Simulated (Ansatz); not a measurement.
Consider SnSe2 in the 2H-MoS2 type structure (space group P6_3/mmc, No. 194; a = 3.796 Å, c = 12.025 Å; a hypothetical phase, not in the database extracts checked; layered, stacked along the Cartesian z axis). Axes: x lies along a and z along c of the hexagonal cell.

All numbers come from Kohn–Sham DFT with the r2SCAN+rVV10 functional, run in Ansatz (a first-principles code) with PAW and 500 eV plane waves, no SOC.

For the base:

```
Item      Value
--------  -----
Band gap   zero
```

It is then changed as follows: a pure shear with ε_xy = ε_yx = -0.0061, atoms relaxed at fixed cell.

Problem. How does this affect the energy relative to the base?

Solution. The energy goes up by 0.5 meV/atom.

Problem. How does this affect the band gap?

Solution. The band gap stays zero.

Without a gap, meshes like the base's 14×14×4 leave anisotropic stresses uncertain by several tenths of a GPa, and small strain energies with them. The cells carry an imposed strain or load. Stability against distortions was not tested. All final runs are without spin polarisation.
